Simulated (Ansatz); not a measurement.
For MoS₂ (R3m, No. 160, 3 atoms in the cell; start mp-1434; a measured phase of this formula has another space group), PBE-D4 in Ansatz (plane waves, PAW) gives:

| Quantity | Value |
|---|---|
| equilibrium lattice constant a | 3.157 Å |
| c axis length | 18.114 Å |

What does r²SCAN+rVV10 in Ansatz (plane waves, PAW) give for the same quantities?


- lattice constant a: 3.175 Å (rises by 0.6 %)
- lattice parameter c: 18.569 Å (rises by 2.5 %)

Changes are worked out from the printed values.

Unless a cell is named, each level is at its own relaxed cell (PBE-D4 17.37, r²SCAN+rVV10 18.02 Å³/atom).

The crystal itself was run without spin with PBE-D4, r²SCAN+rVV10; a magnetic state was not tried in these runs.

Caveats: the relaxation could not lower the start's symmetry, so the cell can be a saddle point above a distorted one (PBE-D4, r²SCAN+rVV10). Ansatz's density-functional and Hartree–Fock values are scalar-relativistic unless marked +SOC, with PAW data made under PBE.

A start named mp-… is a Materials Project structure, which need not be a measured phase.

Ansatz is a quantum-chemistry and plane-wave program.
